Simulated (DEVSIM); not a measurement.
Device: Mo/SiO2/p-Si capacitor, at 250 K.

Layer 1 from the left is SiO2, thickness (nm) 4.80. Layer 2 from the left is Si, thickness (nm) 2100, Na (cm⁻³) 7.4e16.

Metal gate on the left, work function 4.6 eV. Fixed charge at the semiconductor interface 1.2e11 cm⁻² (in units of +e); no interface traps.

The device is made up for the run: typed textbook-type constants, with dimensions and the other settings drawn at random. Values at 300 K; Nc and Nv go as T^1.5, mobilities as T to minus their exponent, the gap by Varshni's rule with the affinity fixed.

SiO2: gap (eV) 9, affinity (eV) 0.9, permittivity 3.9. Si: gap (eV) 1.124, affinity (eV) 4.05, permittivity 11.7, Nc (cm⁻³) 2.86e19, Nv (cm⁻³) 3.1e19, Varshni α (eV/K) 0.000473, Varshni β (K) 636.

Q: Estimate by hand the flat-band voltage, the threshold voltage, and compare with a numerical solution.

A: 
- Flat-band voltage: C = 0.719 μF/cm², work-function difference -0.462 V; VFB = φms − qNf/C = -0.49 V; numerical -0.49 V.
- Threshold voltage: φF = 0.445 V, depletion charge √(4εqNφF) = 1.48e-7 C/cm²; VT = VFB + 2φF + Qd/C = 0.61 V; numerical 0.61 V.

DEVSIM, 1D Poisson equation in equilibrium, Boltzmann statistics, complete ionisation; no quantum confinement or tunnelling. Metal contacts follow the ideal Schottky-Mott rule: no Fermi-level pinning, no interface dipoles.
